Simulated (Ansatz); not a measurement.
Density of states of MgY2Ge2 (P4/mbm) near the Fermi level, PBEsol, rigid bands (Ansatz, an electronic-structure program).

```
E − E_F (eV) | states/eV/cell
    -1.92 | ################# 7.75
    -1.82 | ##################### 9.42
    -1.72 | #################### 8.87
    -1.62 | ################ 6.97
    -1.52 | ############### 6.51
    -1.42 | ############# 5.97
    -1.32 | ############ 5.44
    -1.22 | ############ 5.13
    -1.12 | ########### 4.86
    -1.02 | ############### 6.56
    -0.92 | ################## 7.90
    -0.82 | ############### 6.58
    -0.72 | ############### 6.57
    -0.62 | ################# 7.42
    -0.52 | ############## 6.40
    -0.42 | ########### 4.66
    -0.32 | ######### 4.12
    -0.22 | ####### 2.99
    -0.12 | ####### 3.01
    -0.02 | ####### 3.11
     0.08 | ####### 3.03
     0.18 | ####### 3.01
     0.28 | ###### 2.74
     0.38 | ###### 2.53
     0.48 | ###### 2.54
     0.58 | ###### 2.83
     0.68 | ####### 3.17
     0.78 | ####### 3.06
     0.88 | ######## 3.54
     0.98 | ########### 4.68
     1.08 | ############# 5.73
     1.18 | #################### 8.77
     1.28 | ################ 7.11
     1.38 | #################### 8.77
     1.48 | ################## 7.90
     1.58 | ############ 5.24
     1.68 | ################ 7.12
     1.78 | ############################## 13.3
     1.88 | ###################### 9.82
```

With 10 atoms a cell, what bare Sommerfeld coefficient γ = (π²/3) k_B² N(E_F) follows?

N(E_F) ≈ 3.1 states/eV a cell at 300 K, so γ ≈ 0.73 mJ/(mol of atoms·K²), before electron-phonon enhancement.

How far does the Fermi level move in a rigid band for 0.1 electron a cell added or removed?

32 meV and -32 meV.

A metal at this level (no band gap); rigid bands, thermally averaged at 300 K, both spins. Spin-orbit coupling is left out. Geometry: cell and atoms relaxed with PBEsol.

Computed structure, not matched to a measured one here, so possibly hypothetical: MgY2Ge2 (P4/mbm).
